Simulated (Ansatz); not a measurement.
Take WS2 (space group P6_3/mmc, No. 194; a = 3.1147 Å, c = 11.7724 Å; layered, stacked along the Cartesian z axis) as the base. Axes: x lies along a and z along c of the hexagonal cell.

Level of theory: Kohn–Sham DFT with the PBEsol-D3(BJ) functional, run in Ansatz (an electronic-structure program) with PAW and 420 eV plane waves, no spin-orbit coupling.

Now apply this change: every lattice vector is stretched by 0.60 %; the atoms relax in the strained cell.

Predict the stress tensor and what it implies for the stiffness.

Stress of the strained cell less that of the base (GPa, compression positive):
```
  -2.02    0.00    0.00
   0.00   -2.02    0.00
   0.00    0.00   -0.72
```

Then B = −ΔP/(ΔV/V₀) with ΔV/V₀ = 0.0181 gives secant stiffness values (nonlinear terms included at this strain): B (at held cell shape, above the free-shape value) ≈ 88 GPa.

Whether these cells are dynamically stable was not tested.
